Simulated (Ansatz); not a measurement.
YSi2 (within 0.1 Å of I4₁/amd, No. 141, 6 atoms in the cell; start mp-12769; a measured phase of this formula has another space group), treated with r²SCAN (Ansatz, a program for electronic structure, plane waves, PAW).

Settings: plane-wave cutoff 560 eV, 14×14×8 k mesh (along the axes of the cell as run), Fermi–Dirac smearing 0.05 eV, scalar-relativistic PAW data made under PBE.

Cell (relaxed at this level):

```yaml
crystal:
  lattice:
    - [2.80951, -2.81035, -0.01879]
    - [2.80951, 2.81035, -0.01879]
    - [-2.75473, 0.00000, 7.30886]
  atoms:
    - { symbol: Y, position: [0.62494, 0.37506, 0.75000] }
    - { symbol: Y, position: [0.37506, 0.62494, 0.25000] }
    - { symbol: Si, position: [0.04271, 0.79282, 0.58565] }
    - { symbol: Si, position: [0.95729, 0.20718, 0.41435] }
    - { symbol: Si, position: [0.20718, 0.95729, 0.91435] }
    - { symbol: Si, position: [0.79282, 0.04271, 0.08565] }
```

Task: Estimate the bulk modulus that the calculation returns.

Result: 
- bulk modulus: 90.9 GPa

The run finds no gap.

Note: the bulk modulus is −V dP/dV from two relaxed cells at ±2 % in volume.

The computed numbers hold no vibrational or temperature effects.

The result took roughly 17 core-minutes.

A start named mp-… is a Materials Project structure, which need not be a measured phase.
